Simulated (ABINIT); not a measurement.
Troubleshooting ABINIT: a failed run on VW (Cmmm, 2 atoms in the cell). The aim is a self-consistent single point with DFT, LDA (PW92), plane waves, PAW (JTH v2.0 LDA PAW).

Cell that was meant: a = 2.6756 Å, b = 2.6756 Å, c = 4.2261 Å, α = 90.00°, β = 90.00°, γ = 110.31°.

Part of the input:

```
nshiftk 1
shiftk 0 0 0
nstep 60
prtwf 0
prtden 0
prtvol 1
```

The program printed (abridged):

```
 Slater exchange
 P. A. M. Dirac, Math. Proc. Cambridge Philos. Soc. 26, 376 (1930)
 F. Bloch, Z. Phys. 57, 545 (1929)
 Perdew & Wang
 J. P. Perdew and Y. Wang, Phys. Rev. B 45, 13244 (1992)

--- !ERROR
src_file: m_chkinp.F90
src_line: 4101
mpi_rank: 0
message: |
    For the SCF case, one and only one of the input tolerance criteria
    toldff, tolrff, toldfe or tolvrs must differ from zero, while they are
    toldff=  0.000000E+00, tolrff=  0.000000E+00, toldfe=  0.000000E+00
    and tolvrs=  0.000000E+00 for idtset: 1
    Action: change your input file and resubmit the job.
...

--- !ERROR
src_file: m_chkinp.F90
src_line: 4218
mpi_rank: 0
message: |
    Checking consistency of input data against itself gave 1 inconsistency.
    The details of the problem can be found above (or in output or log file).
    In parallel, the details might not even be printed there. Then, try running in sequential to see the details.
...

 abinit_abort: decision taken to exit. Check above messages for more info
Abort(13) on node 0 (rank 0 in comm 0): application called MPI_Abort(MPI_COMM_WORLD, 13) - process 0

--- !ERROR
src_file: m_chkinp.F90
src_line: 4101
mpi_rank: 0
message: |
    For the SCF case, one and only one of the input tolerance criteria
    toldff, tolrff, toldfe or tolvrs must differ from zero, while they are
    toldff=  0.000000E+00, tolrff=  0.000000E+00, toldfe=  0.000000E+00
    and tolvrs=  0.000000E+00 for idtset: 1
    Action: change your input file and resubmit the job.
...

--- !ERROR
src_file: m_chkinp.F90
src_line: 4218
mpi_rank: 0
message: |
    Checking consistency of input data against itself gave 1 inconsistency.
    The details of the problem can be found above (or in output or log file).
    In parallel, the details might not even be printed there. Then, try running in sequential to see the details.
...
```

**Question.** From the messages shown, name the fault and mend the input.

**Answer.** The fault is no stopping criterion. The self-consistent loop needs one tolerance to decide when to stop. To fix it, give one tolerance. The program stopped before any SCF iteration.

The sound input it was made from differs as follows (other fixes are possible):
```diff
+tolvrs 1.0e-10
```

With that input, the run converged in 21 iterations: free energy E − TS -3850.72 eV; Fermi level (on the code's own zero) 9.91 eV; pressure -3.06 GPa (DFT, LDA (PW92), plane waves, PAW (JTH v2.0 LDA PAW)).

On the sound input: the starting cell comes from a database of computed structures (which also holds hypothetical and non-ambient phases and stackings), without a prior relaxation at this level. Its lattice was rescaled by a random factor within 2.5 % of one. Spin polarisation is off. With a pressure of about -3 GPa the cell is away from its equilibrium volume at this level.
